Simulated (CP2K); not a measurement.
Band structure of CuTe (Pmmn, 4 atoms in the cell).

```yaml
crystal:
  lattice:
    - [3.19743, 0.00000, 0.00000]
    - [0.00000, 3.94576, 0.00000]
    - [0.00000, 0.00000, 7.21942]
  atoms:
    - { symbol: Cu, position: [0.00000, 0.50000, 0.46459] }
    - { symbol: Cu, position: [0.50000, 0.00000, 0.53541] }
    - { symbol: Te, position: [0.00000, 0.00000, 0.23823] }
    - { symbol: Te, position: [0.50000, 0.50000, 0.76177] }
```

Computed with LDA (Pade form), GPW, DZVP-MOLOPT-SR-GTH basis, GTH-PADE potentials (GTH_POTENTIALS) (CP2K 2026.2).

Settings: CUTOFF = 600 Ry; REL_CUTOFF = 60 Ry; SMEAR/METHOD = GAUSSIAN; SIGMA = 0.136 eV; KPOINTS/SCHEME = MONKHORST-PACK 7 6 3; GAMMA_CENTERED = T; XC_FUNCTIONAL = PADE; Cu/BASIS_SET = DZVP-MOLOPT-SR-GTH-q11; Cu/POTENTIAL = GTH-PADE-q11; Te/BASIS_SET = DZVP-MOLOPT-SR-GTH-q6; Te/POTENTIAL = GTH-PADE-q6; METHOD = GPW; EPS_DEFAULT = 1e-10; EXTRAPOLATION = USE_GUESS.

The starting cell comes from a database of computed structures (which also holds hypothetical and non-ambient phases and stackings), without a prior relaxation at this level. Its lattice was rescaled by a random factor within 2.5 % of one. Spin-orbit coupling is off. Spin polarisation is off. Values carry the incompleteness of an atom-centred basis. The run gives no clean gap (levels at the Fermi energy touch, overlap or are partly filled at this smearing), which alone does not show that the compound is a metal.

Levels in eV from the Fermi level, bands 13 to 18:
```tsv
point	13	14	15	16	17	18
Γ	-2.07	-1.82	-1.11	0.43	1.39	1.98
X	-2.46	-2.46	-1.39	-1.39	0.69	0.69
S	-2.27	-2.27	-1.82	-1.82	-1.66	-1.66
Y	-2.52	-2.52	-2.17	-2.17	2.65	2.65
Z	-2.21	-1.94	-1.82	0.01	1.57	2.58
U	-2.40	-2.40	-0.77	-0.77	0.71	0.71
R	-2.33	-2.33	-2.01	-2.01	-1.47	-1.47
T	-2.52	-2.52	-1.72	-1.72	1.99	1.99
```

Bands cross the Fermi level along this path, so the cell is metallic at this level.

Higher empty bands are left out: an atom-centred basis made for the valence describes them poorly.
